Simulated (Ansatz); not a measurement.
ZnSe (F-43m) under hydrostatic pressure: electron conductivity mass by PBEsol with spin-orbit coupling, rigid bands (plane waves, PAW; Ansatz, an electronic-structure program). The unloaded cell, whose axes the loads refer to:

Space group F-43m (No. 216); a = b = c = 5.633 Å, α = β = γ = 90.00°

| atom | site | symmetry | x | y | z |
|---|---|---|---|---|---|
| Zn | 4a | -43m | 0.0000 | 0.0000 | 0.0000 |
| Se | 4c | -43m | 0.2500 | 0.2500 | 0.2500 |
(The calculation used a cell of 2 atoms; values per cell refer to that cell.)

| hydrostatic pressure (GPa) | volume per atom (Å³) | electron conductivity mass (mₑ) |
|---|---|---|
| -2 | 23.10 | 0.0935 |
| 0 | 22.35 | 0.100 |
| 2 | 21.71 | 0.106 |
| 5 | 20.92 | ? |
| 10 | 19.87 | 0.122 |

Fit a straight line to ln(electron conductivity mass) against the load over the rows given, and predict the row at 5 GPa.

The means are x̄ = 2.500 GPa and ȳ = -2.2551; Σ(x − x̄)(y − ȳ) = 1.765 and Σ(x − x̄)² = 83.00, so the slope is 2.13 % per GPa, and the rows given lie within 2.1 % of the line. At 5 GPa the line gives 0.111 mₑ; the calculation gives 0.112 mₑ, 1.3 % from it.

Masses are for dilute carriers at 300 K, harmonic means over directions unless an axis is named. Stresses and pressures are the targets of the relaxation. The structure type is held at every load. Geometry: cell and atoms relaxed with PBEsol.
